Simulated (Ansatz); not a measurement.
## K under a change: x(Cs) = 0.25, 4 atoms, P4/mmm

Base system: K in the bcc (W type) structure (space group Im-3m, No. 229; a = 5.2124 Å).

The other end (x = 1) is Cs in the bcc (W type) structure (space group Im-3m, No. 229): 108.14 Å³/atom, gap zero.

It is then changed as follows: Cs replaces 25.0 % of the K, ordered in a cell of 4 atoms (starting symmetry P4/mmm) and fully relaxed.

The values are results of PBEsol (Ansatz, a quantum-chemistry and plane-wave program, PAW, no spin-orbit coupling), earlier PAW set, not measurements. Γ-centred 9×9×5 mesh, Fermi–Dirac width 0.05 eV, for the changed cell.

Volume per atom: 80.04 Å³ (base 70.81 Å³)
Density: 1.30 g/cm³ (base 0.92 g/cm³)
Band gap: zero (base zero)
Mixing energy: 0.00 eV/atom (to 0.01 eV only: unlike meshes or grids)
Deviation of the volume from the linear (Vegard-type) interpolation: -0.1 %

Final structure:

```yaml
crystal:
  lattice:
    - [5.36828, 0.00000, 0.00000]
    - [0.00000, 5.36828, 0.00000]
    - [0.00000, 0.00000, 11.10946]
  atoms:
    - { symbol: Cs, position: [0.00000, 0.00000, 0.00000] }
    - { symbol: K, position: [0.50000, 0.50000, 0.72017] }
    - { symbol: K, position: [0.00000, 0.00000, 0.50000] }
    - { symbol: K, position: [0.50000, 0.50000, 0.27983] }
```

These are small ordered cells, not random alloys; other orderings at the same x differ. Whether these cells are dynamically stable was not tested. All final runs are without spin polarisation.
